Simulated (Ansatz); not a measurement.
## Au (Fm-3m): band-structure transport figures

Consider the following.

```
CELL_PARAMETERS angstrom
      0.00000     2.02336     2.02336
      2.02336     0.00000     2.02336
      2.02336     2.02336     0.00000
ATOMIC_POSITIONS crystal
  Au 0.00000 0.00000 0.00000
```

All values below come from PBEsol, rigid bands (plane waves, PAW, scalar-relativistic; Ansatz, an electronic-structure program). Condition of this run: hydrostatic pressure 5 GPa (the target of the relaxation). Cell: cell and atoms relaxed with PBEsol, then loaded as said.

```yaml
density of states at the Fermi level: 0.279 states/(eV·cell), both spins
bare Sommerfeld coefficient: 0.66 mJ/(mol of atoms·K²)
drude_plasma_energy: 9.0 eV
root-mean-square Fermi velocity: 1.4e6 m/s
resistivity times τ: 6.0 ×10⁻²² Ω·m·s
resistivity_times_mean_free_path: 8.2 ×10⁻¹⁶ Ω·m²
```

A metal at this level (no band gap); rigid bands, thermally averaged at 300 K, both spins. Spin-orbit coupling is left out, which matters with elements this heavy. τ is one relaxation time for all states; the product of resistivity and mean free path takes one path for all states instead.
